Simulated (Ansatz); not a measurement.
# Several settings converged on a (111) slab of Sn2Ir (cut from a parent of space group no. 225; 9 atoms in the cell)

```
CELL_PARAMETERS angstrom
      4.51569     0.00000     0.00000
      2.25785     3.91070     0.00000
      0.00000     0.00000    23.21759
ATOMIC_POSITIONS crystal
  Ir 0.00000 0.00000 0.34119
  Ir 0.33333 0.33333 0.50000
  Ir 0.66667 0.66667 0.65880
  Sn 0.33333 0.33333 0.38090
  Sn 0.66667 0.66667 0.30150
  Sn 0.66667 0.66667 0.53970
  Sn 0.00000 0.00000 0.46030
  Sn 0.00000 0.00000 0.69850
  Sn 0.33333 0.33333 0.61910
```

Base method: LDA (PW92), default PAW files made with PBE (plane waves; Ansatz, an electronic-structure program).

Base settings: basis.ecutwfc = 420 eV; kpoints.mp_grid.grid = 6 6 1; hamiltonian.xc = lda; hamiltonian.pseudopotentials = {kind: paw} (the program's default PAW files); scf.occupations.method = gaussian; scf.occupations.width = 0.1 eV.

The count of work is k-points × plane waves × bands × iterations; it is no time. Core times come from one kind of shared machine, to one figure; runs under 30 s give none.

**The k-point mesh**

Only quantities that move along the ladder and can be compared are tabulated.

```tsv
kpoints.mp_grid.grid	free energy less the last step's (meV/atom)	largest difference of a force vector from the last step's (eV/Å)	count of work / last	core time / last (rough)
2 2 1	-8.04	0.983	0.048	–
3 3 1	20.89	0.583	0.072	–
4 4 1	-2.21	0.305	0.087	–
5 5 1	5.12	0.224	0.096	–
6 6 1	-4.06	0.090	0.13	–
7 7 1	-1.82	0.067	0.17	–
9 9 1	1.35	0.023	0.23	–
10 10 1	-0.40	0.063	0.27	0.3
12 12 1	1.12	0.032	0.37	0.3
14 14 1	-0.40	0.022	0.46	0.4
16 16 1	0.12	0.028	0.58	0.5
19 19 1	-0.07	0.009	0.77	0.9
22 22 1	0.00	0.000	1.0	1
```

Coarsest kpoints.mp_grid.grid that holds the free energy within 1 meV/atom of the last step, with all finer ones: 14 14 1, at about 0.4 of the last step's time; the step before is off by 1.1 meV/atom.

Coarsest kpoints.mp_grid.grid that holds the forces within 0.02 eV/Å of the last step, with all finer ones: 19 19 1; the step before is off by 0.028 eV/Å.

**The depth of the slab**

On the (111) slab of Sn2Ir (cut from a parent of space group no. 225; 3 atoms in the cell), and deeper slabs.

Surface energy = (E_slab − N e_bulk)/2A, with e_bulk from the bulk crystal on its finest mesh (195 k-points); errors per atom of slab and bulk, whose meshes differ, grow with N. The bulk cell stands at -4.7 GPa at this level, so the slab is strained in the plane.

The mesh stays at the base's, so the ladder's end is converged at best in this setting alone.

Only quantities that move along the ladder and can be compared are tabulated.

| atoms | unrelaxed surface energy (J/m²) | count of work / last | core time / last (rough) |
|---|---|---|---|
| 3 | 1.047 | 0.048 | – |
| 6 | 0.926 | 0.12 | – |
| 9 | 0.982 | 0.24 | – |
| 12 | 0.999 | 0.37 | – |
| 15 | 0.966 | 0.46 | 0.4 |
| 18 | 0.973 | 0.61 | 0.5 |
| 24 | 0.970 | 1.0 | 1 |

Smallest size that holds the unrelaxed surface energy within 0.05 J/m² of the last step, with all finer ones: 6, at 0.12 of the last step's count of work; the step before is off by 0.076 J/m².

On the base run: the starting cell comes from a database of computed structures (which also holds hypothetical and non-ambient phases and stackings), without a prior relaxation at this level. The slab is cut from that crystal, and its faces are unrelaxed. Its lattice was rescaled by up to half a per cent. Spin polarisation is off.

Keys are those of Ansatz 0.2.
